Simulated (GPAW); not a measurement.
Input and output of a self-consistent single point for Te3MoWSe (P3m1, 12 atoms in the cell) (GPAW).

Method of the run: PBEsol+U, GPAW PAW datasets PBEsol (made by gpaw-setup) (plane waves; GPAW).

```
Te3MoWSe
1.0
    3.50001     0.00000     0.00000
   -1.75001     3.03110     0.00000
    0.00000     0.00000    39.60453
Te Mo W Se
6 2 2 2
Direct
  0.00000   0.00000   0.70404
  0.33333   0.66667   0.04771
  0.33333   0.66667   0.42316
  0.33333   0.66667   0.14015
  0.33333   0.66667   0.51616
  0.00000   0.00000   0.61104
  0.00000   0.00000   0.09392
  0.33333   0.66667   0.28180
  0.00000   0.00000   0.46964
  0.33333   0.66667   0.65755
  0.00000   0.00000   0.32264
  0.00000   0.00000   0.24094
```

Reference input (self-consistent single point, DFT PBEsol, plane waves, GPAW PAW datasets PBEsol (made by gpaw-setup)): mode = pw; ecut = 550 eV; xc = PBEsol; kpts = 5 5 1; mesh shift (steps) = 0 0 0; occupations.name = methfessel-paxton; occupations.width = 0.1 eV; occupations.order = 1; nbands = -20; convergence.density = 1e-05 e/electron; symmetry.symmorphic = false; symmetry.tolerance = 0.0005. This run's input differs from it in these lines:

```diff
@@ -24,6 +24,7 @@
             xc='PBEsol',
+            setups={'W': ':d,7.0'},
             kpts=(5, 5, 1),
             occupations={'name': 'methfessel-paxton', 'width': 0.1, 'order': 1},
-            nbands=-20,
-            convergence={'density': 1e-05},
+            nbands=-8,
+            convergence={'density': 1e-05, 'bands': -6},
             symmetry={'symmorphic': False, 'tolerance': 0.0005},
```

Output (repeated stretches shortened):

```
     iter     time        total  log10-change:
                         energy   eigst   dens
iter:   1 --:--:--   -66.865316   +0.25
iter:   2 --:--:--   -66.238575   -0.77  -1.16
iter:   3 --:--:--   -64.922018   -0.90  -1.19
iter:   4 --:--:--   -66.951229   -0.47  -1.29
iter:   5 --:--:--   -64.479881   -1.33  -1.25
iter:   6 --:--:--   -64.458120   -1.45  -1.45
iter:   7 --:--:--   -64.406330   -2.09  -1.66
iter:   8 --:--:--   -64.415315c  -1.49  -1.81
iter:   9 --:--:--   -64.386542c  -2.01  -1.92
iter:  10 --:--:--   -64.306273   -2.06  -1.97
iter:  11 --:--:--   -64.289257   -2.17  -2.16
   [... lines left out ...]
iter: 120 --:--:--   -64.253259   -3.15  -3.05

Did not converge!

Here are some tips:

1) Make sure the geometry and spin-state is physically sound.
2) Use less aggressive density mixing.
3) Solve the eigenvalue problem more accurately at each scf-step.
4) Use a smoother distribution function for the occupation numbers.
5) Try adding more empty states.
6) Use enough k-points.
7) Don't let your structure optimization algorithm take too large steps.
8) Solve the Poisson equation more accurately.
9) Better initial guess for the wave functions.

See details here:

    https://gpaw.readthedocs.io/documentation/convergence.html
Traceback (most recent call last):
   [... frames left out ...]
gpaw.KohnShamConvergenceError: Did not converge!  See text output for help.
```

The run ended unconverged after 120 iterations. 

The starting cell comes from a database of computed structures (which also holds hypothetical and non-ambient phases and stackings), without a prior relaxation at this level. Spin polarisation is off. The U value is a test value, and with U on an open shell several self-consistent states can exist.

Cost on one core of a shared machine: roughly 10 min.
